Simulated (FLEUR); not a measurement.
Band structure of PtAl2 (Fm-3m, 3 atoms in the cell).

```
PtAl2
1.0
    0.00000     2.97628     2.97628
    2.97628     0.00000     2.97628
    2.97628     2.97628     0.00000
Al Pt
2 1
Direct
  0.25000   0.25000   0.25000
  0.75000   0.75000   0.75000
  0.00000   0.00000   0.00000
```

Method of the run: PBE, all-electron FLAPW (FLEUR), scalar-relativistic valence in FLEUR.

Settings: Kmax = 4.6 1/bohr; GmaxXC = 13.8 1/bohr; xcFunctional = pbe; jspins = 1; l_soc = F; mode = hist; fermiSmearingEnergy = 0.00367493 Htr; mesh (inpgen div1-3) = 7 7 7; inpgen gamma flag = false; Gmax = 13.8 1/bohr; numbands = 0; maxIterBroyd = 40; imix = Anderson; alpha = 0.05.

The starting cell has typed, rounded lattice constants, without a prior relaxation at this level. Its lattice was rescaled by a random factor within 2.5 % of one. Spin-orbit coupling is off. Spin polarisation is off. Values depend on the basis (sphere radii, cutoffs, local orbitals), which need not be converged.

Levels in eV from the Fermi level, bands 8 to 15:
```json
[
 {"point": "Γ", "8": "-3.61", "9": "-3.61", "10": "2.82", "11": "3.83", "12": "3.83", "13": "3.83", "14": "5.33", "15": "5.33"},
 {"point": "X", "8": "-3.70", "9": "-3.34", "10": "-3.14", "11": "-1.54", "12": "-1.54", "13": "3.02", "14": "3.37", "15": "8.07"},
 {"point": "W", "8": "-3.70", "9": "-3.19", "10": "-2.73", "11": "-2.73", "12": "-0.86", "13": "5.13", "14": "5.13", "15": "6.18"},
 {"point": "K", "8": "-3.88", "9": "-3.56", "10": "-2.99", "11": "-1.97", "12": "-0.57", "13": "3.24", "14": "5.38", "15": "6.73"},
 {"point": "L", "8": "-3.63", "9": "-3.40", "10": "-3.40", "11": "1.04", "12": "1.04", "13": "3.75", "14": "5.10", "15": "5.10"},
 {"point": "U", "8": "-3.88", "9": "-3.56", "10": "-2.99", "11": "-1.97", "12": "-0.57", "13": "3.24", "14": "5.38", "15": "6.73"}
]
```
